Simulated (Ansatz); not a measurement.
## A computed series for GaN: element substitutions

Consider GaN in the zinc blende structure (space group F-43m, No. 216; a = 4.549 Å).

Each row replaces one element on all its sites; cell and atoms are relaxed.

Method: PBE (Ansatz, a program for electronic structure), spin-orbit coupling left out.

```
case     band gap  shortest interatomic distance
-------  --------  -----------------------------
base      1.54 eV                        1.970 Å
N → Sb       zero                        2.691 Å
Ga → Al   3.31 eV                        1.907 Å
Ga → B    4.46 eV                        1.570 Å
```

With Sb present, leaving out spin-orbit coupling can change the band edges. Stability against distortions was not tested. All final runs are without spin polarisation. This is not the structure that GaN has at room temperature and ambient pressure. This is not the structure that AlN has at room temperature and ambient pressure. The zero or small gap of GaSb can change with the level of theory.
